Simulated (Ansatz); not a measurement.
Consider SiC in the wurtzite structure (space group P6_3mc, No. 186).

```
CELL_PARAMETERS angstrom
      3.07590     0.00000     0.00000
     -1.53795     2.66381     0.00000
      0.00000     0.00000     5.04769
ATOMIC_POSITIONS crystal
  Si 0.66667 0.33333 0.00051
  Si 0.33333 0.66667 0.50051
  C  0.66667 0.33333 0.62469
  C  0.33333 0.66667 0.12469
```

Cartesian axes are those of the cell as printed.

Levels (all Ansatz, a quantum-chemistry and plane-wave program, PAW): PBEsol (420 eV, no spin-orbit coupling); r2SCAN (500 eV, spin-orbit coupling left out).

Its gap is 2.12 eV with PBEsol and 2.65 eV with r2SCAN.

Modification: compressive biaxial strain of 2.58 % in the plane normal to [001], as in epitaxy on a mismatched substrate; the out-of-plane cell vector and the atoms relax.

With PBEsol the gap becomes 1.76 eV.

Question: If the r2SCAN correction stayed the same, what would the r2SCAN gap be, and what does the r2SCAN run give?

Answer: A rigid correction of +0.53 eV gives 2.29 eV. The r2SCAN run gives 2.29 eV, so the two effects roughly add.

Single points use the geometry relaxed with PBEsol. Stability against distortions was not tested.
